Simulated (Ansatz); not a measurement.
# Point defect Si vacancy + N on the C site (V_Si+N_C) in 6H silicon carbide

Calculation: PBE, PAW (plane waves to 420 eV; Ansatz, a quantum-chemistry and plane-wave program). Cell: 144 sites, 3×2×1 repeats of a cell of 24 atoms; final energies on a 2×2×1 shifted mesh. Sites at the start: the Si(k) site; C(k) 1.90 Å away, along c. Charged cells carry a point-charge image correction with potential alignment at far atoms. Dielectric constants: PBE linear response of the host. Host gap at this level: 2.01 eV. A cell of this size leaves errors of a few tenths of an eV. PBE underestimates the host's gap, which shifts levels and can delocalise carriers. Spin–orbit coupling is left out. Each state is the lowest found from its start.

Formation energies E_f are given with the Fermi level at the valence-band maximum. Chemical conditions: C-rich (Δμ(C) = 0.00 eV, Δμ(Si) = -0.41 eV, Δμ(N) = -1.55 eV, bounded by beta Si3N4; only phases computed here count, gases as isolated molecules at 0 K); Si-rich (Δμ(C) = -0.41 eV, Δμ(Si) = 0.00 eV, Δμ(N) = -1.86 eV, bounded by beta Si3N4; only phases computed here count, gases as isolated molecules at 0 K). Reference phases: C: graphite, N: N2 molecule in a box, Si: silicon.

The name describes the start; the neighbours show where the atoms ended.

Charges with a result: +1, 0, −1, −2. Others weren't obtained, and one of them could lie lower, also by skipping a charge.

```csv
charge,moment (μB),largest move off a lattice site (Å),neighbours of the last N atom of the defect at the end (Å),image correction with alignment (eV),"E_f, C-rich (eV)","E_f, Si-rich (eV)",above the lowest spin state (eV)
+1†,"0 in all, 0.22 on one atom",0.24,"Si 1.79, Si 1.79, Si 1.79, C 2.93, C 2.94, C 2.94",-0.03,–,–,0.00
+1†,not spin-polarised,0.23,"Si 1.79, Si 1.79, Si 1.79, C 2.93, C 2.93, C 2.93",-0.04,–,–,0.01
0,1.0,0.23,"Si 1.79, Si 1.79, Si 1.79, C 2.93, C 2.93, C 2.93",0.00,5.81,6.11,0.00
0,1.0,0.23,"Si 1.79, Si 1.79, Si 1.79, C 2.93, C 2.93, C 2.93",0.00,5.81,6.11,0.00
−1,2.0,0.24,"Si 1.78, Si 1.78, Si 1.78, C 2.92, C 2.92, C 2.92",0.30,6.63,6.93,0.00
−1,not spin-polarised,0.25,"Si 1.78, Si 1.78, Si 1.78, C 2.91, C 2.91, C 2.91",0.30,6.84,7.14,0.21
−2,1.0,0.25,"Si 1.78, Si 1.78, Si 1.78, C 2.90, C 2.90, C 2.91",0.87,8.34,8.65,0.00
−2,1.0,0.25,"Si 1.78, Si 1.78, Si 1.78, C 2.90, C 2.90, C 2.91",0.87,8.34,8.65,0.00
```

† Not settled in this cell, so no level is given: charge +1: level within 0.1 eV of a band edge or past it.

Starting moments that weren't kept: charge +1 began with 2 μB and ended with 0.0; charge 0 began with 3 μB and ended with 1.0; charge −2 began with 3 μB and ended with 1.0.

Transition levels above the valence-band maximum: ε(0/−1) = 0.82 eV; ε(−1/−2) = 1.71 eV. On the lower envelope of the bound states, inside the gap: (0/−1) at 0.82 eV; (−1/−2) at 1.71 eV.

Flagged in the runs: a host whose relaxation on this sampling wasn't shown to rest.

All states together cost very roughly 5 core-hours.
